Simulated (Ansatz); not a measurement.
Results of LDA in Ansatz (PAW) for Ta2GaC (P6₃/mmc, No. 194, 8 atoms in the cell; start mp-1025427).

Run with plane-wave cutoff 520 eV, 24×24×4 k mesh (along the axes of the cell as run), Fermi–Dirac smearing 0.05 eV, scalar-relativistic PAW data made under PBE.

Cell (relaxed at this level):

```yaml
crystal:
  lattice:
    - [3.07805, 0.00000, 0.00000]
    - [-1.53903, 2.66567, 0.00000]
    - [0.00000, 0.00000, 13.34661]
  atoms:
    - { symbol: Ta, position: [0.33333, 0.66667, 0.59093] }
    - { symbol: Ta, position: [0.66667, 0.33333, 0.40907] }
    - { symbol: Ta, position: [0.66667, 0.33333, 0.09093] }
    - { symbol: Ta, position: [0.33333, 0.66667, 0.90907] }
    - { symbol: Ga, position: [0.33333, 0.66667, 0.25000] }
    - { symbol: Ga, position: [0.66667, 0.33333, 0.75000] }
    - { symbol: C, position: [0.00000, 0.00000, 0.00000] }
    - { symbol: C, position: [0.00000, 0.00000, 0.50000] }
```

Question: Estimate the bulk modulus that the calculation returns.

Answer: 
- bulk modulus = 222 GPa

The run finds no gap.

Note: the bulk modulus is −V dP/dV from two relaxed cells at ±2 % in volume; the relaxation could not lower the start's symmetry, so the cell can be a saddle point above a distorted one.

Spin–orbit coupling is not included; it can open a gap where bands touch, and shift volumes and moduli.

The computed numbers hold no vibrational or temperature effects.

The result took about 10 core-minutes (a rough figure).

A start named mp-… is a Materials Project structure, which need not be a measured phase.

Ansatz is a quantum-chemistry and plane-wave program.
